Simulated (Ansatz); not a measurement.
The reference is Si in the diamond structure (space group Fd-3m, No. 227).

```
Si
1.0
    0.00000     2.72216     2.72216
    2.72216     0.00000     2.72216
    2.72216     2.72216     0.00000
Si
2
Direct
  0.00000   0.00000   0.00000
  0.25000   0.25000   0.25000
```

Cartesian axes are those of the cell as printed.

All numbers come from Kohn–Sham DFT with the r2SCAN functional, run in Ansatz (an electronic-structure program) with PAW and 500 eV plane waves, spin-orbit coupling left out.

Perturbation: tensor shear ε_xy = +1.71 % (engineering shear γ = 0.0342), atoms relaxed at fixed cell.

### Question
Predict the stress tensor and what it implies for the stiffness.

### Answer
Stress of the strained cell less that of the base (GPa, compression positive):
```
   0.06   -2.78    0.00
  -2.78    0.06    0.00
   0.00    0.00   -0.03
```

Then −Δσ/γ with γ = 2ε = 0.0342 gives secant stiffness values (nonlinear terms included at this strain): C66 ≈ 81 GPa.

As a check, the harmonic strain energy −½ V₀ Δσ:ε is 6.0 meV/atom; the computed energy rise is 6.0 meV/atom.

Whether these cells are dynamically stable was not tested.
